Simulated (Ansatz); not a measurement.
Base system: NiO in the rock salt structure (space group Fm-3m, No. 225; a = 4.1906 Å; ferromagnetic).

The values are results of DFT with r2SCAN, PAW potentials and a 500 eV plane-wave cutoff in Ansatz (a quantum-chemistry and plane-wave program), spin-orbit coupling left out, earlier PAW set, not measurements.

Base values:

```
Quantity              Result
-------------------  -------
Band gap             0.85 eV
Smallest direct gap  1.74 eV
```

It is then changed as follows: the cell is scaled by 0.9678 in all directions, atoms relaxed at fixed cell.

**Question.** What happens to the band gap and smallest direct gap?

**Answer.** The band gap decreases by 0.379 eV (0.85 eV → 0.48 eV); the smallest direct gap drops by 0.156 eV (1.74 eV → 1.59 eV).

The cells carry an imposed strain or load. No phonon test of stability was made. No Hubbard U is applied and the magnetic state is the run's own (NiO ferromagnetic); small cells can't hold the antiferromagnetic order that many such compounds have, so gaps and moments can be off. Where the two band edges lie in opposite spin channels, the gap is a spin-flip gap. In its common phase, real NiO is an antiferromagnetic insulator at low temperature.
